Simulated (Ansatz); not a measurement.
Input:

End structure of a constructed model of the (100) surface of fcc Ni, ferromagnetic, a pseudomorphic layer of Ga in the host's stacking (bottom of the slab: a bare face, its two planes held):

```
CELL_PARAMETERS angstrom
      2.48857     0.00000     0.00000
      0.00000     2.48857     0.00000
      0.00000     0.00000    27.00000
ATOMIC_POSITIONS crystal
  Ni 0.50000 0.50000 0.30213
  Ni 0.00000 0.00000 0.36730
  Ni 0.50000 0.50000 0.43283
  Ni 0.00000 0.00000 0.49800
  Ni 0.50000 0.50000 0.56297
  Ni 0.00000 0.00000 0.62869
  Ga 0.50000 0.50000 0.69931
```

Slab: 7 atoms, 10.7 Å thick at the start; k 15x15x1, smearing 0.1 eV, dipole-corrected; 2 atoms held, the rest relaxed; held to the start's symmetry, so lower structures may exist; spin-polarised, ending with about 3.4 μB a cell; orders that need a larger cell were not tried, no spin-orbit, no U. It is one candidate, not shown to be the stable structure of the face.

What work function of the top face does PBE in Ansatz (a quantum-chemistry and plane-wave program) give?

4.57 eV
